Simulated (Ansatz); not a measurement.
Base system: TiSi₂ (space group Cmcm, No. 63; a = 3.527 Å, b = 13.517 Å, c = 3.565 Å). Axes: x, y, z lie along a, b, c of the conventional cell.

Calculations: Ansatz (an electronic-structure program) r2SCAN, no SOC.

For the base:

| Item | Value |
|---|---|
| Pressure | 0.0 GPa |
| Shortest interatomic distance | 2.380 Å |

Now apply this change: uniaxial strain ε_zz = +4.30 %, all other strain components held at zero; the atoms relax in the strained cell.

What does the calculation give for the pressure after the change?

The pressure (mean of the normal stresses, compression positive) goes from zero to -6.1 GPa.

Predict the new energy relative to the base.

The energy rises by 25 meV/atom.

How does this affect the largest internal atomic displacement?

The largest internal atomic displacement amounts to 0.016 Å.

What does the calculation give for the shortest interatomic distance after the change?

The shortest interatomic distance increases by 0.038 Å, from 2.380 Å to 2.418 Å.

Without a gap, meshes like the base's 14×14×13 leave anisotropic stresses uncertain by several tenths of a GPa, and small strain energies with them. No phonon test of stability was made. The final runs are not spin-polarised.
